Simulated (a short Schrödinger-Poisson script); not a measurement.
Structure: MOS inversion layer, SiO2 on p-type Si(100), at 300 K.

```
layer  material  thickness (nm)  Na (cm⁻³)
-----  --------  --------------  ---------
1          SiO2             1.8          -
2            Si             650     4.4e17
```

The device is made up for the run: typed textbook-type constants, with dimensions and the other settings drawn at random. SiO2: permittivity 3.9, conduction-band edge (eV) 3.15, gap (eV) 9, electron mass (mₑ) 0.5. Si: permittivity 11.7, conduction-band edge (eV) 0, gap (eV) 1.124, Nv at 300 K (cm⁻³) 3.1e19.

Channel valleys (confinement mass, in-plane density-of-states mass, number): Δ2 0.916, 0.19, 2; Δ4 0.19, 0.417, 4. At the gate the conduction-band edge of layer 1 lies 3.44 eV − eVg above the Fermi level of the channel; the field vanishes at the back. Gaps are held at their typed values at every temperature. Mesh 0.03 nm at interfaces.

From a short Schrödinger-Poisson script (our own, NumPy): 1D Poisson equation in equilibrium, electrons quantum, Hartree (BenDaniel-Duke, 12 states a valley, the channel's in-plane mass for all, wave functions free to enter the dielectric), parabolic valleys, classical holes, full ionisation, no traps, pinning or gate leakage.

At Vg = 1.2 V the centroid of the electrons lies 1.48 nm from the interface.

Task: Estimate the gate capacitance as the dielectric in series with that distance, and compare.

Result: The dielectric alone has 1.92 μF/cm²; in series with 1.48 nm of the channel's permittivity, 1.51 μF/cm²; the run gives 1.56 μF/cm². The estimate leaves out the density-of-states capacitance and the centroid's move with voltage.
